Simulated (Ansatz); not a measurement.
Input and output of a self-consistent single point for V3Sn (P1, 8 atoms in the cell) (Ansatz, a program for electronic structure).

Level of theory: LDA (PW92), PAW files made with PBE (plane waves; Ansatz).

The change in words: atoms moved at random. Reference geometry:
```xyz
8
Lattice="4.8166 0.0000 0.0000 0.0000 4.8166 0.0000 0.0000 0.0000 4.8166" Properties=species:S:1:pos:R:3 pbc="T T T"
V      2.4083     1.2042     0.0000
V      2.4083     3.6125     0.0000
V      1.2042     0.0000     2.4083
V      3.6125     0.0000     2.4083
V      0.0000     2.4083     1.2042
V      0.0000     2.4083     3.6125
Sn     2.4083     2.4083     2.4083
Sn     0.0000     0.0000     0.0000
```

Reference input (self-consistent single point, DFT, LDA (PW92), plane waves, PAW files made with PBE): basis.ecutwfc = 420 eV; kpoints.mp_grid.grid = 5 5 5; hamiltonian.xc = lda; hamiltonian.pseudopotentials = {kind: paw} (the program's default PAW files); scf.occupations.method = fermi_dirac; scf.occupations.width = 0.1 eV. This run's input differs from it in these lines:

Ansatz 0.2 input:
```diff
@@ -7,10 +7,10 @@
   atoms:
-    - { symbol: V, position_ang: [2.408304, 1.204152, 0.000000] }
-    - { symbol: V, position_ang: [2.408304, 3.612455, 0.000000] }
-    - { symbol: V, position_ang: [1.204152, 0.000000, 2.408304] }
-    - { symbol: V, position_ang: [3.612455, 0.000000, 2.408304] }
-    - { symbol: V, position_ang: [0.000000, 2.408304, 1.204152] }
-    - { symbol: V, position_ang: [0.000000, 2.408304, 3.612455] }
-    - { symbol: Sn, position_ang: [2.408304, 2.408304, 2.408304] }
-    - { symbol: Sn, position_ang: [0.000000, 0.000000, 0.000000] }
+    - { symbol: V, position_ang: [2.394750, 1.242280, -0.041336] }
+    - { symbol: V, position_ang: [2.389875, 3.674060, 0.003506] }
+    - { symbol: V, position_ang: [1.190598, -0.008458, 2.377766] }
+    - { symbol: V, position_ang: [3.568937, -0.031207, 2.348178] }
+    - { symbol: V, position_ang: [0.071845, 2.440454, 1.183956] }
+    - { symbol: V, position_ang: [-0.017118, 2.360730, 3.654629] }
+    - { symbol: Sn, position_ang: [2.408626, 2.407846, 2.484830] }
+    - { symbol: Sn, position_ang: [0.034005, -0.044188, 0.029988] }
 basis:
```

The program printed (abridged):

```
SCF iter   1: F=—  HF=-28925.032645 eV  |F-HF|=—  |Δ(HF+E_count)|=         —  Δρ=6.02e-2  dr2=5.74e0  ethr=3.10e-3  ⟨swp⟩=5.7  Hψ=13525  notcnv=0
all-band conjugate gradients solve this SCF's bands
preconditioner: auto → Kerker (q_TF=auto, 2.704 Å⁻¹)
SCF iter   2: F=—  HF=-28923.481676 eV  |F-HF|=—  |Δ(HF+E_count)|=    1.55e0  Δρ=3.31e-2  dr2=2.13e0  ethr=3.10e-3  ⟨swp⟩=2.0  Hψ=7182  notcnv=0
   [... lines left out ...]
SCF iter   6: F=—  HF=-28922.697795 eV  |F-HF|=—  |Δ(HF+E_count)|=   3.19e-4  Δρ=1.67e-4  dr2=2.98e-5  ethr=1.30e-6  ⟨swp⟩=3.0  Hψ=8029  notcnv=0
SCF iter   7: F=—  HF=-28922.697783 eV  |F-HF|=—  |Δ(HF+E_count)|=   1.28e-5  Δρ=5.01e-5  dr2=2.09e-6  ethr=2.81e-8  ⟨swp⟩=2.0  Hψ=7404  notcnv=0
SCF iter   8: F=—  HF=-28922.697783 eV  |F-HF|=—  |Δ(HF+E_count)|=   5.10e-8  Δρ=1.63e-5  dr2=3.06e-7  ethr=1.98e-9  ⟨swp⟩=2.0  Hψ=5266  notcnv=0
SCF iter   9: F=-28922.697783 eV  HF=-28922.697783 eV  |F-HF|=4.65e-9  |Δ(HF+E_count)|=   8.81e-8  Δρ=2.34e-6  dr2=7.22e-9  ethr=9.43e-11  ⟨swp⟩=7.5  Hψ=15371  notcnv=0
SCF 1 converged in 9 iterations: F = -28922.697783 eV  dr2 = 7.22e-9
Free energy (F): -28922.697783 eV
Internal energy: -28922.356538 eV  (E = F + TS)
E sigma→0 (E₀):  -28922.527160 eV
Entropy (-TS):   -0.341245 eV (-42.656 meV/atom)
Fermi energy:    17.463043 eV
--- Forces (eV/Å), atoms counted from 1 ---
  atom   1  V      0.26789719    -0.42834166     0.96529955
  atom   2  V      0.45499635    -0.51189570     0.41298185
  atom   3  V      0.12422792     0.19110844     0.58672165
  atom   4  V      0.32820458     0.38852771     0.58635087
  atom   5  V     -0.57679931    -0.51903415     0.20711352
  atom   6  V      0.03536112     0.18531140    -0.32020311
  atom   7  Sn     0.20719343    -0.08834387    -1.40865694
  atom   8  Sn    -0.84108197     0.78266654    -1.02958297
--- Stress (GPa, compression-positive) ---
        4.584087      -0.019112       0.831822
       -0.019112       6.662498      -2.020269
        0.831822      -2.020269       4.857288
  P = ⅓ Tr σ = 5.3680 GPa (53.680 kbar)
  The stress holds the Pulay correction. Without it, at fixed plane waves, as pw.x and ABINIT print it: P = 5.2645 GPa
```

The run converged in 9 iterations. Against the reference run the free energy rises by 28.7 meV/atom, the pressure goes from 4.51 to 5.37 GPa and the largest force goes from 0.000 to 1.543 eV/Å.

The starting cell comes from a database of computed structures (which also holds hypothetical and non-ambient phases and stackings), without a prior relaxation at this level. Its lattice was rescaled by a random factor within 2.5 % of one. For this run, on top of that: atoms moved at random. Spin polarisation is off. With a pressure of about 5 GPa the cell is away from its equilibrium volume at this level. Forces in this geometry exceed 1 eV/Å. Ansatz's pressure includes its estimate of the finite-basis (Pulay) stress.

Cost on one core of a shared machine: roughly 50 s.
